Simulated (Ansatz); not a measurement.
System: tetragonal HfO₂ (model structure) (like a known high-temperature phase). Method: PBEsol (Ansatz, an electronic-structure program, plane waves, PAW).

Numerical settings: plane-wave cutoff 500 eV, 8×8×6 k mesh (along the axes of the cell as run), gaussian smearing 0.02 eV, scalar-relativistic PAW data made under PBE.

Cell (relaxed at this level):

```yaml
crystal:
  lattice:
    - [3.56704, 0.00000, 0.00000]
    - [0.00000, 3.56704, 0.00000]
    - [0.00000, 0.00000, 5.16549]
  atoms:
    - { symbol: Hf, position: [0.00000, 0.00000, 0.00000] }
    - { symbol: Hf, position: [0.50000, 0.50000, 0.50000] }
    - { symbol: O, position: [0.00000, 0.50000, 0.20019] }
    - { symbol: O, position: [0.00000, 0.50000, 0.70019] }
    - { symbol: O, position: [0.50000, 0.00000, 0.29981] }
    - { symbol: O, position: [0.50000, 0.00000, 0.79981] }
```

Task: Predict the band gap.

Result: 
* **band gap**: 4.57 eV (on the SCF k mesh)

Note: held by symmetry at 0 K, a high-temperature phase can be a saddle point.

Spin–orbit coupling is not included.

Computed values are for the static lattice.

A model structure was made by putting elements into a prototype or built by hand; it is no filed structure, need not be a known phase, and can be a saddle point held by its symmetry.
